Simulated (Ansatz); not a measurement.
We consider NaF (model structure, started from the wurtzite type, P6₃/mmc, No. 194, 4 atoms in the cell), described by dielectric-dependent PBEsol hybrid (PAW; Ansatz, a program for electronic structure).

Settings: plane-wave cutoff 460 eV, 9×9×6 k mesh (along the axes of the cell as run), Fermi–Dirac smearing 0.01 eV, scalar-relativistic PAW data made under PBE.

Cell (relaxed with PBEsol):

```
CELL_PARAMETERS angstrom
      3.89223     0.00000     0.00000
     -1.94612     3.37077     0.00000
      0.00000     0.00000     4.58412
ATOMIC_POSITIONS crystal
  Na 0.66667 0.33333 0.06261
  Na 0.33333 0.66667 0.56261
  F  0.66667 0.33333 0.56259
  F  0.33333 0.66667 0.06259
```

Give the computed band gap.


- band gap = 12.17 eV (on the SCF k mesh)

Note: the relaxation could raise the start's symmetry but not lower it, so the cell can be a saddle point; cell and atoms aren't relaxed at this level (pressure -2.4 GPa).

Computed values are for the static lattice.

Computing time: very roughly 4 core-minutes.

A model structure was made by putting elements into a prototype or built by hand; it is no filed structure, need not be a known phase, and can be a saddle point held by its symmetry.
